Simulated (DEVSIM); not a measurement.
System: Au/SiO2/p-Si capacitor, at 250 K.

| layer (left to right) | material | thickness (nm) | Na (cm⁻³) |
|---|---|---|---|
| 1 | SiO2 | 3.30 | - |
| 2 | Si | 8200 | 4.9e15 |

Metal gate on the left, work function 5.1 eV. Fixed charge at the semiconductor interface 3.2e10 cm⁻² (in units of +e); no interface traps.

This is a model device: material constants are rounded textbook-type values typed into the input, and sizes, dopings and lifetimes were drawn at random. Values at 300 K; Nc and Nv go as T^1.5, mobilities as T to minus their exponent, the gap by Varshni's rule with the affinity fixed.

```
parameter         SiO2        Si
----------------  ----  --------
gap (eV)             9     1.124
affinity (eV)      0.9      4.05
permittivity       3.9      11.7
Nc (cm⁻³)            -   2.86e19
Nv (cm⁻³)            -    3.1e19
Varshni α (eV/K)     -  0.000473
Varshni β (K)        -       636
```

DEVSIM, 1D Poisson equation in equilibrium, Boltzmann statistics, complete ionisation; no quantum confinement or tunnelling. Metal contacts follow the ideal Schottky-Mott rule: no Fermi-level pinning, no interface dipoles.

The substrate doping was swept, all else fixed.

```csv
substrate doping (cm^-3),flat-band voltage (V),threshold voltage (band bending 2φF) (V),minimum of the low-frequency capacitance (μF/cm²)
2.4e14,0.16,0.81,0.00622
4.9e14,0.14,0.82,0.00872
9.8e14,0.13,0.84,0.0121
2.4e15,0.11,0.87,0.0179
4.9e15,0.09,0.90,0.0246
9.8e15,0.08,0.93,0.0341
```

From the first row to the last the flat-band voltage goes from 0.16 to 0.08. From the first row to the last the threshold voltage (band bending 2φF) goes from 0.81 to 0.93.
